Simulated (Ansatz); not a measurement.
An Ansatz (a quantum-chemistry and plane-wave program) run: CuAu with a change (Cu vacancy, symmetric start); plane-wave PAW DFT at the PBE level (Ansatz, 420 eV), scalar-relativistic without spin-orbit coupling.

Input:

Ansatz 0.2 input:
```yaml
crystal:
  lattice:
    - [5.7630393478, 0, -3.6147574738]
    - [0, 5.7630393478, -3.6147574738]
    - [0, 5.7630393478, 3.6147574738]
  atoms:
    - { symbol: Cu, position: [0.25, 0, 0.75] }
    - { symbol: Cu, position: [0.25, 0.25, 1] }
    - { symbol: Cu, position: [0.25, 0.5, 0.25] }
    - { symbol: Cu, position: [0.75, 0.25, 0.5] }
    - { symbol: Cu, position: [0.75, 0.75, 1] }
    - { symbol: Cu, position: [0.75, 0.5, 0.75] }
    - { symbol: Cu, position: [0.75, 0, 0.25] }
    - { symbol: Au, position: [0, 0, 0] }
    - { symbol: Au, position: [0, 0.25, 0.25] }
    - { symbol: Au, position: [0, 0.5, 0.5] }
    - { symbol: Au, position: [0, 0.75, 0.75] }
    - { symbol: Au, position: [0.5, 0.5, 1] }
    - { symbol: Au, position: [0.5, 0, 0.5] }
    - { symbol: Au, position: [0.5, 0.75, 0.25] }
    - { symbol: Au, position: [0.5, 0.25, 0.75] }
basis: { ecutwfc: 420, ecutrho_ratio: 4, xc_grid: 2, fft_grid_basis: typed }
kpoints: { mp_grid: { grid: [6, 6, 6] } }
hamiltonian:
  xc: pbe
  dispersion: none
  pseudopotentials: { kind: paw }
scf: { occupations: { method: fermi_dirac, width: 0.05 }, convergence: { dr2_threshold: 0.0000000015 } }
relax: { f_tol: 0.02, max_steps: 45 }
output: { forces: true, stress: true }
checkpoint: { write: state.ck, write_every: 1000 }
```

Output (explanatory and most iteration lines left out):

```
Relaxation: its limit of steps is 45 (relax.max_steps)
Pseudopotential: Cu, paw, valence charge 19
Pseudopotential: Au, paw, valence charge 19
Crystal: 15 atoms, lattice volume = 240.111 Å³
Basis set: ecut = 420 eV, 4737 PW (Γ), exchange–correlation on 96×96×96 points (8 copies of the dense FFT grid, shifted against one another)
Bands: 171, of which v1, the nominal top of the filled ones, is band 143 counted from 1 (142 counted from 0)
Symmetry: 16 space group operations
Space group: I4/mmm (ITA 139), of the structure as read, at distance tolerance 6.2e-5 Å
k-points: 30 of 216
Functional: x = pbe(κ = 0.804, μ = 0.2195149727645171), c = pbe(β = 0.06672455060314922)
SCF iter   1: F=—  HF=-151571.146190 eV  |F-HF|=—  |Δ(HF+E_count)|=         —  Δρ=2.17e-3  dr2=6.18e-3  ethr=1.77e-3  ⟨swp⟩=5.0  Hψ=16387  notcnv=0  defer=393
SCF iter   2: F=—  HF=-151571.152732 eV  |F-HF|=—  |Δ(HF+E_count)|=   6.54e-3  Δρ=3.36e-3  dr2=1.66e-2  ethr=2.17e-6  ⟨swp⟩=2.4  Hψ=10522  notcnv=0  defer=523
SCF 1 converged in 9 iterations: F = -151571.149427 eV  dr2 = 1.46e-9
relax step   1: F+E_penalty+E_count = -151571.14942745 eV  Δ(F+E_penalty+E_count) = +0.000e0 eV  max|allowed force component| = 1.406e-1 eV/Å  Δτ_max = 0.0000 Å  (9 SCF iters, accepted)
Crystal: 15 atoms, lattice volume = 240.111 Å³
SCF iter   1: F=—  HF=-151571.216218 eV  |F-HF|=—  |Δ(HF+E_count)|=         —  Δρ=5.52e-3  dr2=1.35e-1  ethr=4.66e-5  ⟨swp⟩=1.4  Hψ=15055  notcnv=0  defer=589
SCF iter   2: F=—  HF=-151571.247982 eV  |F-HF|=—  |Δ(HF+E_count)|=   3.18e-2  Δρ=6.03e-3  dr2=2.55e-1  ethr=4.66e-5  ⟨swp⟩=2.2  Hψ=8093  notcnv=0  defer=589
SCF 2 converged in 11 iterations: F = -151571.182093 eV  dr2 = 3.91e-10
relax step   2: F+E_penalty+E_count = -151571.18209292 eV  Δ(F+E_penalty+E_count) = -3.267e-2 eV  max|allowed force component| = 9.258e-2 eV/Å  Δτ_max = 0.0413 Å  (11 SCF iters, accepted)
Crystal: 15 atoms, lattice volume = 240.111 Å³
SCF iter   1: F=—  HF=-151571.214980 eV  |F-HF|=—  |Δ(HF+E_count)|=         —  Δρ=3.71e-3  dr2=6.20e-2  ethr=2.22e-4  ⟨swp⟩=5.1  Hψ=9935  notcnv=0  defer=587
SCF iter   2: F=—  HF=-151571.224308 eV  |F-HF|=—  |Δ(HF+E_count)|=   9.33e-3  Δρ=3.77e-3  dr2=9.23e-2  ethr=2.18e-5  ⟨swp⟩=2.1  Hψ=9100  notcnv=0  defer=586
SCF 3 converged in 10 iterations: F = -151571.199467 eV  dr2 = 4.69e-10
relax step   3: F+E_penalty+E_count = -151571.19946657 eV  Δ(F+E_penalty+E_count) = -1.737e-2 eV  max|allowed force component| = 5.456e-2 eV/Å  Δτ_max = 0.0257 Å  (10 SCF iters, accepted)
Crystal: 15 atoms, lattice volume = 240.111 Å³
SCF iter   1: F=—  HF=-151571.235902 eV  |F-HF|=—  |Δ(HF+E_count)|=         —  Δρ=4.85e-3  dr2=1.16e-1  ethr=4.33e-4  ⟨swp⟩=4.9  Hψ=10749  notcnv=0  defer=579
SCF iter   2: F=—  HF=-151571.255824 eV  |F-HF|=—  |Δ(HF+E_count)|=   1.99e-2  Δρ=5.23e-3  dr2=1.81e-1  ethr=4.07e-5  ⟨swp⟩=2.1  Hψ=9071  notcnv=0  defer=586
SCF 4 converged in 10 iterations: F = -151571.207249 eV  dr2 = 1.08e-9
relax step   4: F+E_penalty+E_count = -151571.20724938 eV  Δ(F+E_penalty+E_count) = -7.783e-3 eV  max|allowed force component| = 7.886e-3 eV/Å  Δτ_max = 0.0455 Å  (10 SCF iters, accepted)
SCF converged after 10 iterations
Free energy (F): -151571.207249 eV
Internal energy: -151571.168145 eV  (E = F + TS)
E sigma→0 (E₀):  -151571.187697 eV
Entropy (-TS):   -0.039105 eV (-2.607 meV/atom)
Fermi energy:    17.072689 eV
[...]
  atom   3  Cu     0.00000000    -0.00788622     0.00000000
  atom   4  Cu     0.00000000     0.00000000     0.00000000
  atom   5  Cu     0.00000000    -0.00000000     0.00000000
  atom   6  Cu     0.00788622     0.00000000     0.00000000
  atom   7  Cu    -0.00788622     0.00000000     0.00000000
  atom   8  Au     0.00480899     0.00480899    -0.00263298
  atom   9  Au     0.00480899    -0.00480899    -0.00263298
  atom  10  Au     0.00480899     0.00480899     0.00263298
  atom  11  Au     0.00480899    -0.00480899     0.00263298
  atom  12  Au    -0.00480899    -0.00480899     0.00263298
  atom  13  Au    -0.00480899    -0.00480899    -0.00263298
  atom  14  Au    -0.00480899     0.00480899    -0.00263298
  atom  15  Au    -0.00480899     0.00480899     0.00263298
--- Stress (GPa, compression-positive) ---
       -2.619341       0.000000       0.000000
        0.000000      -2.619341       0.000000
        0.000000       0.000000      -2.970332
  P = ⅓ Tr σ = -2.7363 GPa (-27.363 kbar)
--- Relaxed structure (4 steps of the walk, 4 accepted, 0 SCFs on fresh bases) ---
  atoms:
    - { symbol: Cu, position: [0.25, 0.007883363209664374, 0.7578833632096644] }
    - { symbol: Cu, position: [0.25, 0.25, 1.0] }
    - { symbol: Cu, position: [0.25, 0.4921166367903356, 0.24211663679033563] }
    - { symbol: Cu, position: [0.75, 0.25, 0.5] }
    - { symbol: Cu, position: [0.75, 0.7500000000000001, 1.0] }
    - { symbol: Cu, position: [0.7657667264193287, 0.49211663679033574, 0.7578833632096643] }
    - { symbol: Cu, position: [0.7342332735806713, 0.007883363209664374, 0.24211663679033563] }
    - { symbol: Au, position: [0.0027865007160540376, -0.010939810316162974, 0.013726311032217012] }
    - { symbol: Au, position: [0.0027865007160540376, 0.23627368896778295, 0.2609398103161629] }
    - { symbol: Au, position: [0.0027865007160540376, 0.510939810316163, 0.49184669039989115] }
    - { symbol: Au, position: [0.0027865007160540376, 0.758153309600109, 0.7390601896838371] }
    - { symbol: Au, position: [0.49721349928394587, 0.5109398103161631, 0.986273688967783] }
    - { symbol: Au, position: [0.49721349928394587, -0.010939810316162974, 0.5081533096001088] }
    - { symbol: Au, position: [0.49721349928394587, 0.7418466903998913, 0.2609398103161629] }
    - { symbol: Au, position: [0.49721349928394587, 0.2637263110322171, 0.739060189683837] }
```

In so small a cell the defect repeats every few ångströms: this is an ordered compound, not a dilute defect. The defect started on the symmetric site and kept its symmetry, so it may sit on a saddle. The final runs are not spin-polarised. The cell was made from CuAu (space group P4/mmm, No. 123) by this change: Cu vacancy. The defect cell is not spin-polarised.
